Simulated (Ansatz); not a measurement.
A computed series for GaCuSe2: pressure series

Base system: GaCuSe2 in the chalcopyrite structure (space group I-42d, No. 122; a = 5.608 Å, c = 11.098 Å).

Cell and atoms are relaxed at each pressure.

Level of theory: r2SCAN/PAW in Ansatz (an electronic-structure program), scalar-relativistic without spin-orbit coupling.

For the base:

```
Quantity   Result
--------  -------
Band gap  0.57 eV
```

Q: The aim is a band gap between 0.65 eV and 0.70 eV. Which of these changes reaches it?
A. pressure 18 GPa
B. pressure 30 GPa
C. pressure 9 GPa
D. pressure 1.8 GPa
E. pressure 4.2 GPa

A: D, pressure 1.8 GPa. It gives 0.68 eV; pressure 9 GPa gives 1.06 eV; pressure 4.2 GPa gives 0.82 eV; pressure 18 GPa gives 1.45 eV; pressure 30 GPa gives 1.67 eV. Changes not listed may reach it too

Load acts through the strain it causes; cell and atoms are relaxed under it. Whether these cells are dynamically stable was not tested. Competing high-pressure phases were not computed. The final runs are not spin-polarised.
